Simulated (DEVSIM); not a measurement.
Structure: Mo/SiO2/p-Ge capacitor, at 250 K.

```csv
layer (left to right),material,thickness (nm),Na (cm⁻³)
1,SiO2,1.30,-
2,Ge,540,1.2e18
```

Metal gate on the left, work function 4.6 eV. Fixed charge at the semiconductor interface 0 cm⁻² (in units of +e); no interface traps.

Constants are typed, rounded textbook-type inputs, not results; the design itself was drawn at random and stands for no fabricated device. Values at 300 K; Nc and Nv go as T^1.5, mobilities as T to minus their exponent, the gap by Varshni's rule with the affinity fixed.

```
parameter         SiO2        Ge
----------------  ----  --------
gap (eV)             9     0.664
affinity (eV)      0.9         4
permittivity       3.9        16
Nc (cm⁻³)            -   1.04e19
Nv (cm⁻³)            -      6e18
Varshni α (eV/K)     -  0.000477
Varshni β (K)        -       235
```

DEVSIM, 1D Poisson equation in equilibrium, Boltzmann statistics, complete ionisation; no quantum confinement or tunnelling. Metal contacts follow the ideal Schottky-Mott rule: no Fermi-level pinning, no interface dipoles.

The interface trap density was swept, all else fixed.

| interface trap density (cm^-2 eV^-1) | flat-band voltage (V) | threshold voltage (band bending 2φF) (V) | minimum of the low-frequency capacitance (μF/cm²) |
|---|---|---|---|
| 0 | -0.05 | 0.78 | 0.444 |
| 1e10 | -0.05 | 0.78 | 0.445 |
| 1e11 | -0.06 | 0.78 | 0.455 |
| 3e11 | -0.06 | 0.78 | 0.478 |
| 1e12 | -0.06 | 0.80 | 0.548 |
| 2e12 | -0.08 | [?] | [?] |

**Question.** What belongs in the gaps?

**Answer.** 
- 2e12, threshold voltage (band bending 2φF) (V): 0.83
- 2e12, minimum of the low-frequency capacitance (μF/cm²): 0.645
